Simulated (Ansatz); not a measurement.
This Ansatz (a program for electronic structure) input is the reference run, AgI in the rock salt structure (space group Fm-3m, No. 225; a cell from a computed database, its experimental status unchecked), computed with PBEsol, PAW, 420 eV (Ansatz; no spin-orbit coupling):

Ansatz 0.2 input:
```yaml
crystal:
  lattice:
    - [0, 2.9923394215, 2.9923394215]
    - [2.9923394215, 0, 2.9923394215]
    - [2.9923394215, 2.9923394215, 0]
  atoms:
    - { symbol: Ag, position: [0, 0, 0] }
    - { symbol: I, position: [0.5, 0.5, 0.5] }
basis: { ecutwfc: 420, ecutrho_ratio: 4, xc_grid: 2, fft_grid_basis: typed }
kpoints: { mp_grid: { grid: [10, 10, 10] } }
hamiltonian:
  xc: pbesol
  dispersion: none
  pseudopotentials: { kind: paw }
scf: { occupations: { method: fermi_dirac, width: 0.05 }, convergence: { dr2_threshold: 0.0000000002 } }
output: { forces: true, stress: true }
checkpoint: { write: state.ck, write_every: 1000 }
```

Problem. Write the input for this change: a free-standing slab of 2 layers (4 atoms, 2 a layer) is cut normal to the z axis, with 15 Å of vacuum and the in-plane cell held at bulk.

Solution. 
Ansatz 0.2 input:
```yaml
crystal:
  lattice:
    - [4.2318069931, 0, 0]
    - [0, 4.2318069931, 0]
    - [0, 0, 17.9923394215]
  atoms:
    - { symbol: Ag, position: [0.25, -0.25, 0.4168440704] }
    - { symbol: I, position: [0.75, 0.25, 0.4168440704] }
    - { symbol: Ag, position: [0.75, -0.75, 0.5831559296] }
    - { symbol: I, position: [1.25, -0.25, 0.5831559296] }
basis: { ecutwfc: 420, ecutrho_ratio: 4, xc_grid: 2, fft_grid_basis: typed }
kpoints: { mp_grid: { grid: [8, 8, 1] } }
hamiltonian:
  xc: pbesol
  dispersion: none
  pseudopotentials: { kind: paw }
scf: { occupations: { method: fermi_dirac, width: 0.05 }, convergence: { dr2_threshold: 0.0000000004 } }
relax: { f_tol: 0.01, max_steps: 50 }
output: { forces: true, stress: true }
checkpoint: { write: state.ck, write_every: 1000 }
```
This is the input that was run; other choices of cell and start would serve too.

Stability against distortions was not tested. This is not the structure that AgI has at room temperature and ambient pressure.
